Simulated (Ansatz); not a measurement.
## WSi2, pressure series

The reference is WSi$_{2}$ (space group I4/mmm, No. 139; a = 3.229 Å, c = 7.867 Å).

Cell and atoms are relaxed at each pressure.

All numbers come from DFT with PBE, PAW potentials and a 420 eV plane-wave cutoff in Ansatz (a first-principles code), no SOC.

| pressure (GPa) | volume per atom (Å³/atom) |
|---|---|
| -2 | 13.801 |
| -1 | ? |
| 0 | 13.673 |
| 0.9 | 13.617 |
| 2.1 | 13.544 |
| 9 | 13.161 |
| 15 | 12.870 |
| 22.5 | 12.548 |
| 30 | 12.261 |

Q: Fit the third-order Birch–Murnaghan form P(V) = (3B₀/2)[(V₀/V)^(7/3) − (V₀/V)^(5/3)]·[1 + (3/4)(B₀′ − 4)((V₀/V)^(2/3) − 1)] (squares taken in P) to the rows shown and predict the withheld row.

A: Least squares on the printed values gives V₀ = 13.673 Å³/atom, B₀ = 218 GPa, B₀′ = 4.3; this predicts 13.736 Å³/atom, and the run gives 13.736 Å³/atom, in agreement.

Load acts through the strain it causes; cell and atoms are relaxed under it. Stability against distortions was not tested. No other phases were tried under pressure. All final runs are without spin polarisation.
